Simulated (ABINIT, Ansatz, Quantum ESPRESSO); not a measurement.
**HfH2 (I4/mmm, 3 atoms in the cell) computed with different codes at matched settings**

Self-consistent single point.

```
HfH2
1.0
   -1.73070     1.73070     2.14480
    1.73070    -1.73070     2.14480
    1.73070     1.73070    -2.14480
Hf H
1 2
Cartesian
  0.00000   0.00000   0.00000
  1.73070   0.00000   1.07240
  0.00000   1.73070   1.07240
```

Shared settings, as Ansatz (a quantum-chemistry and plane-wave program) writes them: kpoints.mp_grid.grid = 9 9 9; magnetization.spin_orbit = true; scf.occupations.method = gaussian; scf.occupations.width = 0.01 Ry. Potentials and cutoffs stand in the table.

| code | model | pressure (GPa) | cutoff |
|---|---|---|---|
| Ansatz | PBEsol with spin-orbit coupling, PAW files made with PBE | -1.97 | default |
| Quantum ESPRESSO | PBEsol, spin-orbit coupling, PseudoDojo fully relativistic norm-conserving (PBESOL) pseudopotentials | -1.52 | 75 Ry |
| ABINIT | PBEsol, spin-orbit coupling, PAW (JTH v2.0 PBE PAW, files made for PBE) | -1.58 | 30 Ha |

The spread over the programs that give each value: pressure within 0.45 GPa.

Ansatz's pressure is given at a fixed set of plane waves, as the other plane-wave codes print theirs; with its correction for the finite basis it is -1.77 GPa.

The starting cell comes from a database of computed structures (which also holds hypothetical and non-ambient phases and stackings), without a prior relaxation at this level.

Left out of this page: Elk, FLEUR and SIESTA (not drawn, or without a comparable value).

Keys are those of Ansatz 0.2.
